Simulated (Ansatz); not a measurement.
Consider InAs in the zinc blende structure (space group F-43m, No. 216; a = 6.087 Å). Axes: x, y, z lie along the cube axes.

Method: Kohn–Sham DFT with the PBEsol functional, run in Ansatz (a first-principles code) with PAW and 420 eV plane waves, no SOC.

Base values:

The volume per atom is 28.19 Å³ and the pressure comes out as 0.0 GPa.

Modification: biaxial strain +1.69 %, plane normal [001], relaxed out of plane (Cartesian); in-plane vectors clamped, the third vector and the atoms free.

Question: Predict the new volume per atom.

Answer: The volume per atom goes up by 0.40 Å³ (28.19 Å³ → 28.59 Å³).

Question: What happens to the pressure?

Answer: The pressure (mean of the normal stresses, compression positive) goes from zero to -0.8 GPa.

Question: What does the calculation give for the energy relative to the base after the change?

Answer: The energy grows by 3.5 meV/atom.

Whether these cells are dynamically stable was not tested. The final runs are not spin-polarised.
